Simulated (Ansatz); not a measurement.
The (10-12) face of hcp Lu can be cut between different planes. Symmetric, stoichiometric slabs relaxed in the 1x1 cell (28.6 Å²): top plane Lu, 0.68 Å over the next in the ideal cut; top plane Lu, 1.35 Å over the next in the ideal cut.

The numbers are results of PBE (plane waves to 420 eV, PAW; Ansatz, an electronic-structure program), not measurements.

Put the candidates in order of surface energy, lowest first, for PBE.

the cut with an outer spacing of 0.68 Å (1.14 J/m²), the cut with an outer spacing of 1.35 Å (1.21 J/m²)
